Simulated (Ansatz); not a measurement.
How well does each level of theory give the bulk modulus B0 of white tin (β-Sn)?

Reference value: 57.0 GPa (measured, temperature not stated, no zero-point or thermal correction; as tabulated in Chen et al. (2023), arXiv:2209.05059).

```tsv
level (code)	value (GPa)	cell (Å³/atom)
LDA (Ansatz)	60.0	26.17
PBE (Ansatz)	47.6	28.41
PBE+SOC (Ansatz)	47.3	28.41
PBEsol-D3(BJ) (Ansatz)	___	25.76
rVV10 (Ansatz)	43.9	29.43
r²SCAN (Ansatz)	___	27.59
r²SCAN+rVV10 (Ansatz)	57.4	27.13
```

### Question
Fill in the missing entries.

### Answer

- PBEsol-D3(BJ) (Ansatz, a program for electronic structure), value (GPa): 63.0
- r²SCAN (Ansatz), value (GPa): 54.2

Differences against the reference: LDA +5.3 %, PBE -16.5 %, PBE+SOC -17.0 %, PBEsol-D3(BJ) +10.5 %, rVV10 -23 %, r²SCAN -4.9 %, r²SCAN+rVV10 +0.7 %.

The reference's temperature isn't stated, so close values are not ranked against it. Off by more than 20 %, or 28 % on the side where a correction would as a rule narrow the miss (bounds picked here): rVV10 (-23 %).

The measured value isn't corrected to a static lattice, so vibrations enter the comparison. A static lattice is as a rule stiffer than a warm one, by over a tenth in soft solids.  Each level is taken at its own relaxed cell. Cutoffs differ between the levels. Ansatz's density-functional and Hartree–Fock values are scalar-relativistic unless marked +SOC, with PAW data made under PBE.

Differences are worked out from the printed values.
